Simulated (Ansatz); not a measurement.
The parent structure is SnTe in the rock salt structure (space group Fm-3m, No. 225; a = 6.235 Å). Axes: x, y, z lie along the cube axes.

Level of theory: LDA (Ansatz, a first-principles code, PAW, no spin-orbit coupling).

Base values:

The pressure is 0.0 GPa and the volume per atom is 30.30 Å³.

Modification: tensile biaxial strain of 1.67 % in the plane normal to [111], as in epitaxy on a mismatched substrate; the out-of-plane cell vector and the atoms relax.

Task: Predict the new energy relative to the base.

Result: The energy goes up by 3.7 meV/atom.

Task: What does the calculation give for the pressure after the change?

Result: The pressure (mean of the normal stresses, compression positive) goes from zero to -0.8 GPa.

Task: Estimate the effect on the volume per atom.

Result: The volume per atom grows by 0.478 Å³, from 30.30 Å³ to 30.77 Å³.

A case with no gap was solved on a k-mesh chosen for an insulator, which is coarse for it. Whether these cells are dynamically stable was not tested. All final runs are without spin polarisation.
